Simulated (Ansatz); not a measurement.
**Corundum Ga2O3 (metastable phase): elastic constant C33 by level of theory**

No measured value is used here.

| level (code) | value (GPa) | cell (Å³/atom) |
|---|---|---|
| LDA (Ansatz) | 370 | 9.41 |
| PBE (Ansatz) | 323 | 10.06 |
| r²SCAN (Ansatz) | … | 9.64 |

Question: Some entries are withheld; supply them.

Answer: 
- r²SCAN (Ansatz, a quantum-chemistry and plane-wave program), value (GPa): 377

Each level is taken at its own relaxed cell. Cutoffs differ between the levels. Ansatz's density-functional and Hartree–Fock values are scalar-relativistic unless marked +SOC, with PAW data made under PBE.
